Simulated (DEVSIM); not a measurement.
Device: Al0.2Ga0.8As/GaAs n-p heterojunction, at 300 K.

Layer 1 from the left is Al0.2Ga0.8As, thickness (μm) 0.190, Nd (cm⁻³) 8.2e16, τn (s) 7e-10, τp (s) 7e-10. Layer 2 from the left is GaAs, thickness (μm) 0.240, Na (cm⁻³) 2.5e17, τn (s) 7e-10, τp (s) 7e-10.

Left contact: ohmic. Right contact: ohmic. Voltage is applied to the left contact. Recombination: SRH at mid-gap. Mobility is μmin + (μ − μmin)/(1 + (N/Nref)^α).

The device is made up for the run: typed textbook-type constants, with dimensions and the other settings drawn at random. Values at 300 K.

Al0.2Ga0.8As: gap (eV) 1.6734, affinity (eV) 3.912, permittivity 12.33, Nc (cm⁻³) 6.04e17, Nv (cm⁻³) 9e18, μn (cm²/Vs) 4980, μp (cm²/Vs) 250, μn,min 500, μp,min 20, Nref,n 6e16, Nref,p 1.5e17, αn 0.39, αp 0.38. GaAs: gap (eV) 1.424, affinity (eV) 4.07, permittivity 12.9, Nc (cm⁻³) 4.7e17, Nv (cm⁻³) 9e18, μn (cm²/Vs) 8500, μp (cm²/Vs) 400, μn,min 500, μp,min 20, Nref,n 6e16, Nref,p 1.5e17, αn 0.39, αp 0.38.

Simulated with DEVSIM: 1D drift-diffusion, Boltzmann statistics, complete ionisation; no tunnelling, impact ionisation, image-force lowering or self-heating. Band offsets follow the typed affinities; no thermionic-emission limit at abrupt steps, no polarisation charge.

Q: What does the simulation give for the largest field in the device at zero bias, the potential step across the device at zero bias, the dark forward voltage at 100 A/cm²?

A: largest field in the device at zero bias 160000 V/cm; potential step across the device at zero bias 1.438 V; dark forward voltage at 100 A/cm² 1.132 V.
